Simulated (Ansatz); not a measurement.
GaSe (R3m), PBEsol+D3BJ, rigid bands in Ansatz (a first-principles code): N_c = 1.57e19 cm⁻³ at 300 K and an electron conductivity mass of 0.303 mₑ along x (a = (1.86, 1.07, 7.69) Å; b = (-1.86, 1.07, 7.69) Å; c = (0.00, -2.14, 7.69) Å).

For 1e16 electrons per cm³ at 300 K, place the Fermi level, estimate the Seebeck coefficient of a parabolic band with constant τ, and give mobility and conductivity for τ = 10 fs.

The level lies k_BT ln(N_c/n) = 0.190 eV below the conduction-band minimum. S ≈ −(k_B/e)[ln(N_c/n) + 5/2] = -850 μV/K, against -873 μV/K from the full bands (mean over directions). μ = eτ/m = 58.0 cm²/(V·s) and σ = neμ = 0.0930 S/cm. τ is assumed, not computed.

Band transport and this doping are assumed; polarons and phonon drag are left out. Spin-orbit coupling is left out. Geometry: cell and atoms relaxed with PBEsol+D3(BJ).

Computed structure, not matched to a measured one here, so possibly hypothetical: GaSe (R3m).
